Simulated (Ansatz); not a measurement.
The starting structures come from a database of crystals and need not be the phases stable at ambient conditions.

 Where the default PAW files enter, the runs use the earlier of Ansatz's two default sets.

Inside the gap of an insulator the Bloch states are evanescent, with a wavenumber k + iκ along the transport direction.

Given:

```xyz
7
Lattice="5.5659 0.0000 0.0000 0.0000 5.5659 0.0000 2.7829 -2.7829 5.4567" Properties=species:S:1:pos:R:3 pbc="T T T"
Al     5.5659     2.7829     2.7283
Al     2.7829     2.7829     0.0000
Zn     0.0000     0.0000     0.0000
Se     4.1084     4.1793     1.4331
Se     6.9622    -1.3255     4.0235
Se     1.4575     1.3866     1.4331
Se     4.1696     1.3255     4.0235
```

Space group of this cell: I-4. The cell is taken as given.

Transport runs along the normal of the first two printed cell vectors, the (001) plane of the conventional cell.

No gap correction and no spin-orbit coupling; mid-gap values are interpolated between computed energies.

Question: Estimate the band gap and the smallest decay constant κ at mid-gap that PBEsol run with Ansatz (a quantum-chemistry and plane-wave program) returns for this system.

Answer: Gap 2.17 eV on a 6×6×6 mesh; κ = 0.167 1/Å, at the zone centre.
